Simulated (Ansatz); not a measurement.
Consider GaN in the wurtzite structure (space group P6_3mc, No. 186).

```xyz
4
Lattice="3.2184 0.0000 0.0000 -1.6092 2.7872 0.0000 0.0000 0.0000 5.2432" Properties=species:S:1:pos:R:3 pbc="T T T"
Ga     0.0000     1.8581     0.0007
Ga     1.6092     0.9291     2.6223
N      0.0000     1.8581     1.9760
N      1.6092     0.9291     4.5976
```

Cartesian axes are those of the cell as printed.

Method: Kohn–Sham DFT with the PBE functional, run in Ansatz (a first-principles code) with PAW and 420 eV plane waves, no spin-orbit coupling.

Strains are applied to the cell and any free atomic positions relax; under biaxial strain the out-of-plane vector relaxes too.

One change was made to it. Results:

The band gap falls by 0.37 eV, from 1.71 eV to 1.34 eV; the pressure (mean of the normal stresses, compression positive) goes from zero to -7.07 GPa.

**Question.** Name the change that was made.
A. biaxial strain +2.40 %, plane normal [001], relaxed out of plane
B. biaxial strain +1.20 %, plane normal [001], relaxed out of plane
C. biaxial strain +3.00 %, plane normal [001], relaxed out of plane

**Answer.** C, biaxial strain +3.00 %, plane normal [001], relaxed out of plane. For comparison, the band gap in the other runs: biaxial strain +2.40 %, plane normal [001], relaxed out of plane gives 1.42 eV; biaxial strain +1.20 %, plane normal [001], relaxed out of plane gives 1.58 eV.

Whether these cells are dynamically stable was not tested.
